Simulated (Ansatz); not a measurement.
The parent structure is MgO in the rock salt structure (space group Fm-3m, No. 225; a = 4.204 Å). Axes: x, y, z lie along the cube axes.

Calculations: r2SCAN/PAW in Ansatz (an electronic-structure program), spin-orbit coupling left out.

Before the change:

| Property | Result |
|---|---|
| Valence-band top at Γ | 0.00, 0.00, 0.00 eV |
| Band gap | 5.68 eV |

It is then changed as follows: uniaxial strain ε_zz = +1.50 %, all other strain components held at zero; the atoms relax in the strained cell.

### Question
How does this affect the energy relative to the base, valence-band top at Γ, band gap and stress?

### Answer
The energy increases by 1.9 meV/atom; the valence-band top at Γ (three highest levels, from the VBM) goes from 0.00, 0.00, 0.00 eV to 0.00, -0.03, -0.03 eV; the band gap decreases by 0.17 eV (5.68 eV → 5.51 eV); the stress (xx, yy, zz, yz, xz, xy; compression positive) amounts to (-1.38, -1.38, -4.25, 0.00, 0.00, 0.00) GPa.

Gaps are Kohn–Sham eigenvalue differences; semilocal functionals usually give less than the measured gap. Whether these cells are dynamically stable was not tested.
